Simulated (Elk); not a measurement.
## A series of runs on CdPbS₂ (P4/mmm, 4 atoms in the cell)

```cif
data_CdPbS2
_chemical_formula_sum 'Cd1 Pb1 S2'
_space_group_name_H-M_alt 'P4/mmm'
_space_group_IT_number 123
_space_group_name_Hall '-P 4 2'
_cell_length_a 4.09158
_cell_length_b 4.09158
_cell_length_c 5.79443
_cell_angle_alpha 90.000
_cell_angle_beta 90.000
_cell_angle_gamma 90.000
loop_
_atom_site_label
_atom_site_type_symbol
_atom_site_symmetry_multiplicity
_atom_site_Wyckoff_symbol
_atom_site_fract_x
_atom_site_fract_y
_atom_site_fract_z
_atom_site_occupancy
Cd1 Cd 1 a 0.00000 0.00000 0.00000 1
Pb1 Pb 1 d 0.50000 0.50000 0.50000 1
S1 S 1 b 0.00000 0.00000 0.50000 1
S2 S 1 c 0.50000 0.50000 0.00000 1
```

Base run A: PBEsol, all-electron FP-LAPW, Elk's shipped species files, default APW+lo basis (Elk), self-consistent single point.

Its settings: xctype = 22; stype = 0; swidth = 0.00734986 Ha; ngridk = 4 4 3; maxscl = 100.

The starting cell comes from a database of computed structures (which also holds hypothetical and non-ambient phases and stackings), without a prior relaxation at this level. Values depend on the basis (sphere radii, cutoffs, local orbitals), which need not be converged. The run gives no clean gap (levels at the Fermi energy touch, overlap or are partly filled at this smearing), which alone does not show that the compound is a metal. Without a gap this mesh is coarse (it stands for a supercell whose shortest vector is 16 Å).

ΔE is the total energy (no entropy term) per atom less that of run A. 

Run A gave: basis size 310.

Runs:
- B: lattice scaled by 0.97
- C: lattice scaled by 0.97; rgkmax: default → 5.42
- D: lattice scaled by 0.985
- E: lattice scaled by 0.985; rgkmax: default → 5.42
- F: lattice scaled by 1.015
- G: lattice scaled by 1.015; rgkmax: default → 5.42
- H: lattice scaled by 1.03
- I: lattice scaled by 1.03; rgkmax: default → 5.42
- J: rgkmax: default → 5.42

Task: What does run H change against A?

Result: The total energy rises by 76.5 meV/atom.

Task: What does run D change against A?

Result: The total energy falls by 15.3 meV/atom.

```json
[
 {"run": "A", "ΔE (meV/atom)": "0.00", "basis size": "310"},
 {"run": "B", "ΔE (meV/atom)": "-13.0", "basis size": "284"},
 {"run": "C", "ΔE (meV/atom)": "805.5", "basis size": "156"},
 {"run": "D", "ΔE (meV/atom)": "-15.3", "basis size": "300"},
 {"run": "E", "ΔE (meV/atom)": "810.9", "basis size": "170"},
 {"run": "F", "ΔE (meV/atom)": "30.4", "basis size": "319"},
 {"run": "G", "ΔE (meV/atom)": "892.4", "basis size": "174"},
 {"run": "H", "ΔE (meV/atom)": "76.5", "basis size": "342"},
 {"run": "I", "ΔE (meV/atom)": "943.4", "basis size": "180"},
 {"run": "J", "ΔE (meV/atom)": "842.5", "basis size": "170"}
]
```
